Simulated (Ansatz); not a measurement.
Output of an Ansatz run (abridged):

```
WARN the atoms were moved onto the symmetric positions of the space group found under crystal.symmetry.tolerance 1.0e-5 (fractional …
WARN basis.ecutwfc = 420 eV, the default
WARN ansatz: RAYON_NUM_THREADS=1 ignored (pool sized by the plan → 1); use --threads N
Pseudopotentials: kind: paw
Pseudopotential: Mg, paw, valence charge 10
Pseudopotential: Zr, paw, valence charge 12
Crystal: 2 atoms, lattice volume = 44.796 Å³
Basis set: ecut = 420 eV, 871 PW (Γ), exchange–correlation on 48×48×80 points (8 copies of the dense FFT grid, shifted against one another)
Bands: 15, of which v1, the nominal top of the filled ones, is band 11 counted from 1 (10 counted from 0)
Symmetry: 12 space group operations
Space group: P-6m2 (ITA 187), of the structure as read, at distance tolerance 3.6e-5 Å
k-points: 42 of 500 (time reversal used)
PAW frozen core: Mg, regenerated for the run's functional, and the local potential with it
PAW frozen core: Zr, regenerated for the run's functional, and the local potential with it
Initial density: superposition of atomic densities (neutral atoms: chi_scale 0, normalization atom), corrected by the library's trained network
Initial wavefunctions: pseudopotential atomic-orbital guess
Eigensolver: davidson
Functional: x = pbesol(κ = 0.804, μ = 0.12345679012345678), c = pbesol(β = 0.046)
SCF iter   1: F=—  HF=-6040.558199 eV  |F-HF|=—  |Δ(HF+E_count)|=         —  Δρ=3.73e-3  dr2=1.05e-2  ethr=1.77e-3  ⟨swp⟩=5.1  Hψ=2878  notcnv=0
all-band conjugate gradients solve this SCF's bands
preconditioner: auto → Kerker (q_TF=auto, 2.423 Å⁻¹)
SCF iter   2: F=—  HF=-6040.555688 eV  |F-HF|=—  |Δ(HF+E_count)|=   2.51e-3  Δρ=2.30e-3  dr2=4.35e-3  ethr=4.79e-5  ⟨swp⟩=2.0  Hψ=1092  notcnv=0
SCF iter   3: F=—  HF=-6040.554753 eV  |F-HF|=—  |Δ(HF+E_count)|=   9.35e-4  Δρ=4.11e-4  dr2=4.87e-5  ethr=1.98e-5  ⟨swp⟩=2.7  Hψ=948  notcnv=0
SCF iter   4: F=—  HF=-6040.554723 eV  |F-HF|=—  |Δ(HF+E_count)|=   2.94e-5  Δρ=1.61e-4  dr2=5.15e-6  ethr=2.21e-7  ⟨swp⟩=2.0  Hψ=1061  notcnv=0
SCF iter   5: F=—  HF=-6040.554716 eV  |F-HF|=—  |Δ(HF+E_count)|=   6.68e-6  Δρ=3.69e-5  dr2=5.80e-7  ethr=2.34e-8  ⟨swp⟩=2.0  Hψ=1056  notcnv=0
SCF iter   6: F=-6040.554716 eV  HF=-6040.554716 eV  |F-HF|=9.82e-9  |Δ(HF+E_count)|=   3.05e-8  Δρ=7.61e-6  dr2=2.75e-8  ethr=4.55e-10  ⟨swp⟩=5.0  Hψ=2822  notcnv=0
SCF 1 converged in 6 iterations: F = -6040.554716 eV  dr2 = 2.75e-8
SCF converged after 6 iterations
Free energy (F): -6040.554716 eV
Harris-Foulkes:  -6040.554716 eV  (|F-HF|=9.82e-9)
Internal energy: -6040.546432 eV  (E = F + TS)
E sigma→0 (E₀):  -6040.550574 eV
Entropy (-TS):   -0.008284 eV (-4.142 meV/atom)
Fermi energy:    9.834310 eV
--- Per-component energies (eV) ---
  E_band       = -451.491534
  E_kinetic    = 407.751638
  E_local      = -2238.963696  (includes V_loc(G=0)·N_el)
  E_nonlocal   = 179.206098
  E_hartree    = 767.619677
  E_xc         = -188.321137
  E_vxc        = -226.489670  (∫ρ·V_xc dr)
  E_paw        = -3181.371403  (= ΣΔE_a)
  E_vpaw       = -108.236038  (= ΣTr[D̂ρ^β])
  E_aug_tail   = 0.000022  (compensation charges beyond the density's cutoff)
  E_ewald      = -1786.692214
  E_core_change = 0.224583  (= ΣΔE_core)
  E_smearing   = -0.008284  (= −TS)
  E_closure    = -0.000000  (closes the sum)
  Σ components = -6040.554716   (vs F -6040.554716, Δ=0.00e0)
--- Forces (eV/Å), atoms counted from 1 ---
  atom   1  Mg    -0.00000000     0.00000000     0.00000000
  atom   2  Zr     0.00000000    -0.00000000     0.00000000
  max |Σ_I F_I| component: 1.39e-17 eV/Å
--- Stress (GPa, compression-positive) ---
       -2.459846       0.000000      -0.000000
        0.000000      -2.459846      -0.000000
       -0.000000      -0.000000      -2.173219
  P = ⅓ Tr σ = -2.3643 GPa (-23.643 kbar)
  The stress holds the Pulay correction. Without it, at fixed plane waves, as pw.x and ABINIT print it: P = -2.3717 GPa
--- Band table (eV; the first three rows and the last of 42) ---
  k-point 0: bands = ["-65.1009", "-38.6647", "-32.0398", "-32.0398", "-32.0087", "-16.7892", "-16.1170", "-16.1170", "3.6299", "7.2240", "9.0342", "11.2946", "11.2946", "13.4887", "13.9959"]
  k-point 1: bands = ["-65.1009", "-38.6647", "-32.0398", "-32.0398", "-32.0086", "-16.7903", "-16.1170", "-16.1170", "3.8651", "6.7279", "8.9997", "11.2955", "11.2955", "13.9802", "13.9802"]
  k-point 2: bands = ["-65.1009", "-38.6648", "-32.0398", "-32.0398", "-32.0085", "-16.7921", "-16.1170", "-16.1170", "4.5000", "5.7237", "8.9762", "11.2971", "11.2971", "13.9552", "13.9552"]
  k-point 41: bands = ["-65.0968", "-38.4843", "-32.0715", "-32.0639", "-32.0028", "-16.9916", "-16.7818", "-16.5881", "8.4672", "9.5442", "9.7421", "10.0636", "10.7023", "11.9960", "13.7122"]
```

The structure:

```xyz
2
Lattice="3.0580 0.0000 0.0000 -1.5290 2.6483 0.0000 0.0000 0.0000 5.5316" Properties=species:S:1:pos:R:3 pbc="T T T"
Mg     0.0000     0.0000     0.0000
Zr     1.5290     0.8828     2.7658
```

### Question
Reconstruct the input of this run.

### Answer
Other spellings and defaults could give the same log, and not every line can be read from it. The input that was run (DFT, PBEsol, plane waves, default PAW files made with PBE):

Ansatz 0.2 input:
```yaml
crystal:
  lattice:
    - [3.05797000, 0.00000000, 0.00000000]
    - [-1.52898500, 2.64828000, 0.00000000]
    - [0.00000000, 0.00000000, 5.53155000]
  atoms:
    - { symbol: Mg, position: [0.00000000, 0.00000000, 0.00000000] }
    - { symbol: Zr, position: [0.66666700, 0.33333300, 0.50000000] }
kpoints:
  mp_grid: { grid: [10, 10, 5] }
hamiltonian:
  xc: pbesol
  pseudopotentials: { kind: paw }
scf:
  occupations: { method: fermi_dirac, width: 0.05 eV }
output:
  forces: true
  eigenvalues: true
  stress: true
```

The starting cell comes from a database of computed structures (which also holds hypothetical and non-ambient phases and stackings), without a prior relaxation at this level. Ansatz's pressure includes its estimate of the finite-basis (Pulay) stress.

Ansatz is a first-principles code.
